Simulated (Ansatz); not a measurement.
An Ansatz (a first-principles code) input (PBE-D3(BJ)/PAW in Ansatz, without spin-orbit coupling, earlier PAW set):

Ansatz 0.2 input:
```yaml
crystal:
  lattice:
    - [4.0350641772, 0, 0]
    - [0, 4.0350641772, 0]
    - [0, 0, 4.9939779694]
  atoms:
    - { symbol: Pb, position: [0.5, 0, 0.2376500974] }
    - { symbol: Pb, position: [0, 0.5, 0.7623499026] }
    - { symbol: O, position: [0, 0, 0] }
    - { symbol: O, position: [0.5, 0.5, 0] }
basis: { ecutwfc: 420, ecutrho_ratio: 4, xc_grid: 2, fft_grid_basis: typed }
kpoints: { mp_grid: { grid: [8, 8, 7] } }
hamiltonian:
  xc: pbe
  dispersion: d3bj
  pseudopotentials: { azcp: { folder: ./paw }, kind: paw }
scf: { occupations: { method: fermi_dirac, width: 0.05 }, convergence: { dr2_threshold: 0.0000000004 } }
output: { forces: true, stress: true }
checkpoint: { write: state.ck, write_every: 1000 }
```

Q: Which symmetry and how many k-points will the program report, and about how many plane waves at Γ?

A: Space group P4/nmm (ITA 129) with 16 operations, k-points 60 of 448, and 1593 plane waves at Γ.

No phonon test of stability was made. The cell was made from SnO by this change: Sn → Pb. The program warned that a D3 coordination switch lies within reach, so dispersion energies are less smooth here.
